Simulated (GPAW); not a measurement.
A user runs GPAW on Mg6AlSb (Amm2, 8 atoms in the cell) and asks whether the run is sound. The aim is a self-consistent single point with DFT PBEsol, plane waves, GPAW PAW datasets PBEsol (made by gpaw-setup).

Cell that was meant: a = 5.2695 Å, b = 6.2764 Å, c = 6.2764 Å, α = 59.65°, β = 90.00°, γ = 90.00°.

Part of the input:

```python
from ase.units import GPa
from gpaw import GPAW

atoms = Atoms(['Mg', 'Mg', 'Mg', 'Mg', 'Mg', 'Mg', 'Al', 'Sb', 'Mg'],
              cell=[[5.269519, 0.000000, 0.000000],
                    [0.000000, 3.121530, 5.445152],
                    [0.000000, -3.121530, 5.445152]],
[...]
                         [2.634759, 1.578807, 4.495735],
                         [2.634759, -0.000000, 1.826304],
                         [0.000000, 0.000000, 9.170289],
                         [2.634759, -0.000000, 7.221687],
                         [-0.093123, -1.139383, 6.123487]],
              pbc=True)

calc = GPAW(mode={'name': 'pw', 'ecut': 800},
            xc='PBEsol',
            kpts=(3, 3, 3),
            occupations={'name': 'methfessel-paxton', 'width': 0.05, 'order': 0},
            nbands=-15,
            convergence={'forces': 0.001},
            symmetry={'symmorphic': False, 'tolerance': 0.0005},
            maxiter=120,
```

Output (repeated stretches shortened):

```
Input parameters:
  convergence: {forces: 0.001}
  kpts: [3 3 3]
  maxiter: 120
  mode: {ecut: 800,
         name: pw}
  nbands: -15
   [... lines left out ...]
   8 Mg    -0.093123   -1.139383    6.123487    ( 0.0000,  0.0000,  0.0000)

Unit cell:
           periodic     x           y           z      points  spacing
  1. axis:    yes    5.269519    0.000000    0.000000    35     0.1506
  2. axis:    yes    0.000000    3.121530    5.445152    42     0.1290
  3. axis:    yes    0.000000   -3.121530    5.445152    42     0.1290

  Lengths:   5.269519   6.276434   6.276434
  Angles:   59.648513  90.000000  90.000000

Effective grid spacing dv^(1/3) = 0.1426
     iter     time        total  log10-change:
                         energy   eigst   dens  force
iter:   1 --:--:--   140.011105
iter:   2 --:--:--   139.595154   +0.09  -1.38
iter:   3 --:--:--   141.546241   -0.70  -1.41
iter:   4 --:--:--   141.680784   -1.57  -1.68
iter:   5 --:--:--   142.112586   -1.65  -1.68
iter:   6 --:--:--   142.103881   -2.78  -2.15
iter:   7 --:--:--   142.136092c  -3.15  -2.34
iter:   8 --:--:--   142.143938c  -3.56  -2.71
iter:   9 --:--:--   142.147374c  -4.19  -2.83
iter:  10 --:--:--   142.148793c  -4.27  -3.11
iter:  11 --:--:--   142.148968c  -4.86  -3.24
iter:  12 --:--:--   142.148996c  -5.24  -3.53
iter:  13 --:--:--   142.149027c  -5.71  -3.67
iter:  14 --:--:--   142.149030c  -6.62  -3.83
iter:  15 --:--:--   142.149033c  -6.27  -3.87
iter:  16 --:--:--   142.149057c  -6.51  -4.01c
iter:  17 --:--:--   142.149063c  -7.13  -4.23c
iter:  18 --:--:--   142.149063c  -8.23c -4.71c
iter:  19 --:--:--   142.149062c  -8.12c -4.75c -2.16
iter:  20 --:--:--   142.149063c  -8.68c -4.94c -2.90
iter:  21 --:--:--   142.149063c  -8.71c -5.02c -2.61
iter:  22 --:--:--   142.149063c  -9.60c -5.37c -3.61c
Converged after 22 iterations.

Dipole moment: (1.586286, -0.313833, 2.144397) |e|*Ang

Energy contributions relative to reference atoms: (reference = -220858.708509)

Kinetic:       +364.116550
Potential:     -161.764814
External:        +0.000000
XC:             -65.205655
Entropy (-ST):   -0.007492
Local:           +5.006728
SIC:             +0.000000
--------------------------
Free energy:   +142.145317
Extrapolated:  +142.149063

Showing only first 2 kpts
 Kpt  Band  Eigenvalues  Occupancy
  0    42      5.03988    2.00000
  0    43      5.65447    0.00000
  0    44      5.69259    0.00000
  0    45      6.01609    0.00000

  1    42      4.43782    2.00000
  1    43      5.29110    1.99990
  1    44      5.37146    1.89432
  1    45      5.63395    0.00000

   [... lines left out ...]
Fermi level: 5.42867
No gap
   [... lines left out ...]
  4 Mg    0.00681   -0.04962   -0.02268
  5 Mg    0.01782    0.18316   -0.18262
  6 Al   -0.02762    0.17546    0.26169
  7 Sb   -0.05405   -0.21272    0.00998
  8 Mg -140.27366  638.52315 -372.75292

Stress tensor:
    -0.047808     0.331326    -0.194311
     0.331326    -1.519031     0.887802
    -0.194311     0.887802    -0.507680
Stress (GPa, Voigt): [  -7.6597 -243.3756  -81.3393  142.2415  -31.132    53.0843]
```

Problem. Is anything amiss in this input, and did it matter?

Solution. The run is not sound. The fault is one atom entered twice. Two nuclei at or near one point give a huge ion-ion repulsion and overlapping cores, and the electron count is too high as well. To fix it, remove the duplicate atom. The run converged in 22 iterations without an error; against the sound input the pressure goes from -1.57 to 110.8 GPa and the largest force goes from 0.097 to 753.7 eV/Å.

An input that runs soundly differs in these lines (not the only fix; some lines may just follow from the change or write a value another way):
```diff
-atoms = Atoms(['Mg', 'Mg', 'Mg', 'Mg', 'Mg', 'Mg', 'Al', 'Sb', 'Mg'],
+atoms = Atoms(['Mg', 'Mg', 'Mg', 'Mg', 'Mg', 'Mg', 'Al', 'Sb'],
-                         [2.634759, -0.000000, 7.221687],
-                         [-0.093123, -1.139383, 6.123487]],
+                         [2.634759, -0.000000, 7.221687]],
-            nbands=-15,
+            nbands=-14,
```

With that input, the run converged in 20 iterations: free energy E − TS (from the program's reference atoms) -20.4706 eV; Fermi level (on the code's own zero) 4.76 eV; pressure -1.57 GPa; largest force (vector length) 0.097 eV/Å (DFT PBEsol, plane waves, GPAW PAW datasets PBEsol (made by gpaw-setup)).

On the sound input: the starting cell comes from a database of computed structures (which also holds hypothetical and non-ambient phases and stackings), without a prior relaxation at this level. Its lattice was rescaled by a random factor within 2.5 % of one. Spin-orbit coupling is off. The run gives no clean gap (levels at the Fermi energy touch, overlap or are partly filled at this smearing), which alone does not show that the compound is a metal. Without a gap this mesh is coarse (it stands for a supercell whose shortest vector is 16 Å).
